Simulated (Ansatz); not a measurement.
Results of HSE06 (Ansatz, a quantum-chemistry and plane-wave program, PAW) for AgI (Fm-3m, No. 225, 2 atoms in the cell; start mp-22919; a measured phase of this formula has another space group).

Settings: plane-wave cutoff 460 eV, 8×8×8 k mesh, Fermi–Dirac smearing 0.01 eV, no spin polarisation, scalar-relativistic PAW data made under PBE.

Cell (relaxed with PBEsol):

AgI is taken in the cubic space group Fm-3m (No. 225), the rock salt structure, Pearson symbol cF8. Conventional cell: a = 5.985 Å, b = 5.985 Å, c = 5.985 Å, α = 90.00°, β = 90.00°, γ = 90.00°. Ag on 4a is surrounded by 6 I at 2.993 Å (octahedral). I on 4b has 6 Ag at 2.993 Å (octahedral). (Neighbours: up to the widest gap in distance over summed covalent radii, below 1.35, at either atom; cation-cation and far metal-metal contacts left out.)
(The calculation used a cell of 2 atoms; values per cell refer to that cell.)

What does this level give for the band gap and smallest direct gap on the k points sampled?


- band gap: 1.60 eV (on the SCF k mesh)
- smallest direct gap on the k points sampled: 3.73 eV

Note: cell and atoms aren't relaxed at this level (pressure 3.6 GPa).

Spin–orbit coupling is not included; with these elements it can move the gap by several tenths of an eV or more.

Static lattice: no zero-point or thermal effects.

It cost roughly 3 core-minutes of CPU time.

A start named mp-… is a Materials Project structure, which need not be a measured phase.
